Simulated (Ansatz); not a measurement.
An input for Ansatz (PBEsol) and the part of its output that reports the quasi-harmonic study. Lengths are of the primitive cell. The run noted for some of its cells that some bands missed the eigensolver's tolerance. The pressure is 5 GPa. The structure is held there; whether it is the stable one at that pressure was not tested.

Ansatz 0.2 input:
```yaml
crystal:
  lattice:
    - [2.8359924724, 0.0, 0.0]
    - [0.0, 2.8359924724, 0.0]
    - [0.0, 0.0, 2.8359924724]
  atoms:
    - { symbol: Al, position: [0.0, 0.0, 0.0] }
    - { symbol: Ni, position: [0.5, 0.5, 0.5] }
kpoints:
  mp_grid: { grid: [12, 12, 12] }
hamiltonian:
  xc: pbesol
  pseudopotentials: { kind: paw }
scf:
  occupations: { method: methfessel_paxton, width: 0.15 }
phonons:
  method: dfpt
  qmesh: [3, 3, 3]
  temperatures: { t_max: 1000, t_step: 25 }
  thermal_expansion: { pressure: 5 }
checkpoint:
  write: run
```

```
--- Thermal expansion: 10 cells in 3 rounds, 5 GPa ---
  no lower state was reached at cell 4; its state was not examined: fill_not_monotonic
  without vibrations: a 2.83658, b 2.83658, c 2.83658 Å, V 22.8236 Å³, B 194.34 GPa
  at 0 K: a 2.84230, b 2.84230, c 2.84230 Å, V 22.9619 Å³, B 191.25 GPa
  zero-point expansion: a +0.202, b +0.202, c +0.202, V +0.606 %
      T/K        a/Å        b/Å        c/Å       V/Å³ | expansion of a, b, c, V (1e-6/K)   | that of V in the mean from 25 °C | C_P, C_V (J/mol K of the cell) | B_T, B_S (GPa)
     0.00    2.84230    2.84230    2.84230    22.9619 |    0.00    0.00    0.00    0.00 |   20.62 |     0.000     0.000 |   191.25   191.25
   100.00    2.84291    2.84291    2.84291    22.9769 |    5.66    5.66    5.66   16.97 |   27.75 |    22.495    22.419 |   190.25   190.89
   200.00    2.84519    2.84519    2.84519    23.0322 |    9.69    9.69    9.69   29.06 |   31.65 |    39.377    38.938 |   187.49   189.61
   298.15    2.84814    2.84814    2.84814    23.1039 |   11.24   11.24   11.24   33.73 |       - |    45.626    44.756 |   184.37   187.95
   375.00    2.85068    2.85068    2.85068    23.1658 |   11.92   11.92   11.92   35.75 |   34.85 |    48.109    46.894 |   181.81   186.52
   475.00    2.85418    2.85418    2.85418    23.2510 |   12.53   12.53   12.53   37.59 |   36.00 |    50.137    48.461 |   178.38   184.55
   575.00    2.85783    2.85783    2.85783    23.3404 |   13.02   13.02   13.02   39.07 |   36.96 |    51.567    49.410 |   174.86   182.50
   675.00    2.86162    2.86162    2.86162    23.4333 |   13.47   13.47   13.47   40.41 |   37.83 |    52.734    50.070 |   171.25   180.36
   775.00    2.86554    2.86554    2.86554    23.5298 |   13.91   13.91   13.91   41.73 |   38.65 |    53.783    50.580 |   167.54   178.15
   875.00    2.86959    2.86959    2.86959    23.6297 |   14.35   14.35   14.35   43.06 |   39.45 |    54.788    51.008 |   163.73   175.87
   975.00    2.87378    2.87378    2.87378    23.7333 |   14.82   14.82   14.82   44.46 |   40.25 |    55.787    51.385 |   159.83   173.52
  1000.00    2.87484    2.87484    2.87484    23.7598 |   14.94   14.94   14.94   44.82 |   40.45 |    56.038    51.474 |   158.83   172.92
  the static fit leaves 0.000 meV an atom of the energies and, of the stresses, 0.000 GPa of each cell's largest along a strain (root mean squares over the cells), whose Pulay part it has at -0.030 GPa
  vibrations' free energy: its fit passes through its cells
  the electrons' free energy at temperature is in it; its fit leaves 0.0001 meV an atom at the most
  free energies summed between the sampled wave vectors
  estimated error of the fitted expansion in any direction: up to 0.018e-6/K, at 1000 K, with few degrees of freedom (an estimate, not a bound: it was exceeded on models of known expansion)
  by sums over the sampled wave vectors an expansion of the volume parts by up to 0.96e-6/K
  by a static energy of one degree less an expansion of the volume parts by up to 0.05e-6/K
  eigensolver_not_converged in the phonons of 2 cells: 6, 7
```

Warnings of the run: phonon_interpolation_lacks_dipole_term, thermal_expansion_settings.

Cost: roughly 30 core-minutes.

No phase change or melting is allowed for: the numbers belong to this structure as given.

The PAW data sets were generated under PBE and serve the other functionals too.

Ansatz is a quantum-chemistry and plane-wave program.
